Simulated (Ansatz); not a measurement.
**A computed series for Ti: response to strain**

The reference is Ti in the hcp (Mg type) structure (space group P6_3/mmc, No. 194; relaxed with 0.1 eV smearing).

```
CELL_PARAMETERS angstrom
      2.86439     0.00000     0.00000
     -1.43219     2.48063     0.00000
      0.00000     0.00000     4.53728
ATOMIC_POSITIONS crystal
  Ti 0.66667 0.33333 0.75000
  Ti 0.33333 0.66667 0.25000
```

Cartesian axes are those of the cell as printed.

Strains are applied to the cell and any free atomic positions relax; under biaxial strain the out-of-plane vector relaxes too.

Computed with LDA (Ansatz, a program for electronic structure, PAW, scalar-relativistic without spin-orbit coupling).

Notes on the quantities. in-plane stress: mean in-plane stress (compression positive).

```tsv
case	in-plane stress	volume per atom
base	–	16.12 Å³
biaxial strain −3.00 %, plane normal [001], relaxed out of plane	+6.0 GPa	15.62 Å³
biaxial strain −2.50 %, plane normal [001], relaxed out of plane	+5.0 GPa	15.70 Å³
biaxial strain −2.00 %, plane normal [001], relaxed out of plane	+4.0 GPa	15.78 Å³
biaxial strain −1.50 %, plane normal [001], relaxed out of plane	+3.0 GPa	15.86 Å³
biaxial strain −1.00 %, plane normal [001], relaxed out of plane	___	15.95 Å³
biaxial strain +0.50 %, plane normal [001], relaxed out of plane	-1.0 GPa	16.21 Å³
biaxial strain +1.00 %, plane normal [001], relaxed out of plane	-1.9 GPa	___
biaxial strain +2.50 %, plane normal [001], relaxed out of plane	-4.6 GPa	___
biaxial strain +3.00 %, plane normal [001], relaxed out of plane	___	16.65 Å³
```

Complete the table.


- biaxial strain −1.00 %, plane normal [001], relaxed out of plane, in-plane stress: +2.0 GPa
- biaxial strain +1.00 %, plane normal [001], relaxed out of plane, volume per atom: 16.30 Å³
- biaxial strain +2.50 %, plane normal [001], relaxed out of plane, volume per atom: 16.56 Å³
- biaxial strain +3.00 %, plane normal [001], relaxed out of plane, in-plane stress: -5.5 GPa

Whether these cells are dynamically stable was not tested. The final runs are not spin-polarised.
